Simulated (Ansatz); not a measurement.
Take SiC in the wurtzite structure (space group P6_3mc, No. 186) as the base.

```yaml
crystal:
  lattice:
    - [3.05640, 0.00000, 0.00000]
    - [-1.52820, 2.64692, 0.00000]
    - [0.00000, 0.00000, 5.01582]
  atoms:
    - { symbol: Si, position: [0.33333, 0.66667, 0.99959] }
    - { symbol: Si, position: [0.66667, 0.33333, 0.49959] }
    - { symbol: C, position: [0.33333, 0.66667, 0.37541] }
    - { symbol: C, position: [0.66667, 0.33333, 0.87541] }
```

Cartesian axes are those of the cell as printed.

The values are results of Ansatz (a quantum-chemistry and plane-wave program) LDA, no spin-orbit coupling, not measurements.

Strains are applied to the cell and any free atomic positions relax.

One change was made to it. Results:

```csv
quantity,base,after
energy relative to the base (free energy F),0 meV/atom,+9.1 meV/atom
"pressure (mean of the normal stresses, compression positive)",0.0 kbar,-52.4 kbar
```

Question: Which of these changes matches the shifts?
A) uniaxial strain ε_xx = +2.40 %
B) uniaxial strain ε_xx = +1.20 %
C) uniaxial strain ε_xx = +0.60 %

Answer: A, uniaxial strain ε_xx = +2.40 %. For comparison, the energy relative to the base in the other runs: uniaxial strain ε_xx = +0.60 % gives +0.6 meV/atom; uniaxial strain ε_xx = +1.20 % gives +2.3 meV/atom.

Stability against distortions was not tested.
